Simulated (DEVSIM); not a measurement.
System: abrupt Ge p-n junction, at 300 K.

```
layer (left to right)  material  thickness (μm)  Nd (cm⁻³)  Na (cm⁻³)   τn (s)   τp (s)
---------------------  --------  --------------  ---------  ---------  -------  -------
1                            Ge           0.100          -     2.3e15  0.00025  0.00025
2                            Ge            34.0     6.2e14          -  0.00025  0.00025
```

Left contact: ohmic. Right contact: ohmic. Voltage is applied to the left contact. Recombination: SRH at mid-gap. Mobility is constant in doping.

This is a model device: material constants are rounded textbook-type values typed into the input, and sizes, dopings and lifetimes were drawn at random. Values at 300 K.

```
parameter           Ge
-------------  -------
gap (eV)         0.664
affinity (eV)        4
permittivity        16
Nc (cm⁻³)      1.04e19
Nv (cm⁻³)         6e18
μn (cm²/Vs)       3900
μp (cm²/Vs)       1900
```

Model (solved in DEVSIM): 1D drift-diffusion, Boltzmann statistics, complete ionisation; no tunnelling, impact ionisation, image-force lowering or self-heating.

Tabulate band edges, carrier densities and field at zero bias.

Energies count from the Fermi level of the right contact; mesh points crowd at the junctions.

| x (μm) | Ec (eV) | Ev (eV) | n (cm⁻³) | p (cm⁻³) | field (V/cm) |
|---|---|---|---|---|---|
| 0.000 | 0.461 | -0.203 | 1.9e11 | 2.3e15 | -3600 |
| 0.02015 | 0.453 | -0.211 | 2.5e11 | 1.7e15 | -3600 |
| 0.04876 | 0.443 | -0.221 | 3.8e11 | 1.1e15 | -3900 |
| 0.07754 | 0.431 | -0.233 | 6.0e11 | 7.2e14 | -4400 |
| 0.1043 | 0.418 | -0.246 | 9.7e11 | 4.5e14 | -4700 |
| 0.1325 | 0.406 | -0.258 | 1.6e12 | 2.7e14 | -4400 |
| 0.1891 | 0.382 | -0.282 | 4.0e12 | 1.1e14 | -3900 |
| 0.3649 | 0.325 | -0.339 | 3.6e13 | 1.2e13 | -2600 |
| 0.6537 | 0.274 | -0.390 | 2.6e14 | 1.7e12 | -1000 |
| 1.231 | 0.253 | -0.411 | 5.9e14 | 7.4e11 | -66 |
| 2.386 | 0.251 | -0.413 | 6.2e14 | 7.0e11 | ≈ 0 |
| 5.975 | 0.251 | -0.413 | 6.2e14 | 7.0e11 | ≈ 0 |
| 11.87 | 0.251 | -0.413 | 6.2e14 | 7.0e11 | ≈ 0 |
| 21.84 | 0.251 | -0.413 | 6.2e14 | 7.0e11 | ≈ 0 |
| 29.11 | 0.251 | -0.413 | 6.2e14 | 7.0e11 | ≈ 0 |
| 31.62 | 0.251 | -0.413 | 6.2e14 | 7.0e11 | ≈ 0 |
| 32.87 | 0.251 | -0.413 | 6.2e14 | 7.0e11 | ≈ 0 |
| 33.50 | 0.251 | -0.413 | 6.2e14 | 7.0e11 | ≈ 0 |
| 33.88 | 0.251 | -0.413 | 6.2e14 | 7.0e11 | ≈ 0 |
| 34.00 | 0.251 | -0.413 | 6.2e14 | 7.0e11 | ≈ 0 |
| 34.06 | 0.251 | -0.413 | 6.2e14 | 7.0e11 | ≈ 0 |
| 34.10 | 0.251 | -0.413 | 6.2e14 | 7.0e11 | ≈ 0 |
